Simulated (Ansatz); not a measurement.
Levels about the gap of amorphous Hf₁₀Al₁₀O₃₅ (55 atoms in a cell of 656 Å³, 6.62 g/cm³; zone centre alone, so wide bands show as single levels with stretches between that a denser mesh fills), at the geometry that PBE relaxed, where it gives 0.0 GPa on a denser mesh. The participation number counts the atoms over which a state spreads; weights are charges in smoothed Voronoi cells. The levels come from a single point, so bond lengths are those of that geometry. Method of the levels: PBE, scalar-relativistic without spin-orbit coupling (Ansatz, a first-principles code). Sampling: the zone centre alone; Fermi-Dirac width 0.02 eV; no spin polarisation. At PBE the levels at the filled edge of the gap are localised (band-tail or defect states).

Preparation: random packing, a CHGNet melt and quench, and a DFT relaxation. O atoms were pushed apart under 1.9 Å during the dynamics, to hinder bonds among them. The hot cell started wider than the set density and was brought back towards it in steps. It is the lowest in DFT energy of 2 quenches. It is a model cell: composition and starting density were chosen by hand, and all elements were melted together. No dispersion term was used. Its density started from a set value of 6.50 and ended at 6.62 g/cm³. Cooling (nominally 150 K/ps over its main leg) ran many orders faster than in experiment, which tends to leave more defects and strain. A cell of this size samples the disorder only roughly. Volume and shape were free in the relaxation.

```
E - E(highest filled), eV  filling  participation number        largest on  weight O  weight Hf  weight Al
-------------------------  -------  --------------------  ----------------  --------  ---------  ---------
-0.40                       filled                   9.9   O, 2 neighbours      0.94       0.04       0.02
-0.35                       filled                  15.5   O, 3 neighbours      0.94       0.04       0.02
-0.31                       filled                   9.3   O, 3 neighbours      0.94       0.04       0.01
-0.26                       filled                  11.1   O, 2 neighbours      0.95       0.04       0.01
-0.22                       filled                  13.8   O, 3 neighbours      0.95       0.03       0.01
-0.19                       filled                  13.9   O, 3 neighbours      0.95       0.04       0.02
0.00                        filled                   5.2   O, 3 neighbours      0.96       0.03       0.01
3.82                         empty                  24.6  Hf, 6 neighbours      0.53       0.31       0.15
4.40                         empty                   7.9  Hf, 5 neighbours      0.35       0.61       0.04
4.65                         empty                  18.0  Hf, 7 neighbours      0.39       0.55       0.05
4.73                         empty                  12.3  Hf, 5 neighbours      0.35       0.61       0.04
4.79                         empty                  12.1  Hf, 7 neighbours      0.38       0.58       0.05
4.89                         empty                  13.8  Hf, 7 neighbours      0.36       0.60       0.04
5.01                         empty                  12.6  Hf, 5 neighbours      0.35       0.62       0.03
```

Most localised among these is the filled level at +0.00 eV, on a O atom, which has 3 neighbours (Al 1.94 Å, Hf 2.03 Å, Hf 2.13 Å).
